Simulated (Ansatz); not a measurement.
SiC (F-43m), PBEsol, rigid bands run with Ansatz (a program for electronic structure): N_c = 1.41e19 cm⁻³ at 300 K and an electron conductivity mass of 0.296 mₑ.

Problem. For 1e17 electrons per cm³ at 300 K, place the Fermi level, estimate the Seebeck coefficient of a parabolic band with constant τ, and give mobility and conductivity for τ = 10 fs.

Solution. The level lies k_BT ln(N_c/n) = 0.128 eV below the conduction-band minimum. S ≈ −(k_B/e)[ln(N_c/n) + 5/2] = -642 μV/K, against -640 μV/K from the full bands (mean over directions). μ = eτ/m = 59.4 cm²/(V·s) and σ = neμ = 0.952 S/cm. τ is assumed, not computed.

Band transport and this doping are assumed; polarons and phonon drag are left out. Spin-orbit coupling is left out.
